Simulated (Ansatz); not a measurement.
## The (20-21) surface of hexagonal WC in its 1x1 cell (cut with top plane C + W, bottom plane C + W), outermost plane spacing 0.19 Å in the ideal cut

All values below come from PBE (plane waves to 420 eV, PAW; Ansatz, a first-principles code).

Set-up: 20 atoms, C10W10, 10.6 Å thick at the start; mesh 13x6x1; 0.1 eV smearing; dipole correction on; all atoms relaxed; held to the part of the start's symmetry that mesh and held atoms allow; no spin, no spin-orbit, no U.

| Quantity | Result |
|---|---|
| surface energy (mean of two unlike faces) | 3.66 J/m² |
| surface energy before relaxation (mean of two unlike faces) | 4.07 J/m² |
| work function of the top face | 4.38 eV |
| energy released by relaxation | 0.93 eV |
| cost | very roughly 14 core-minutes |
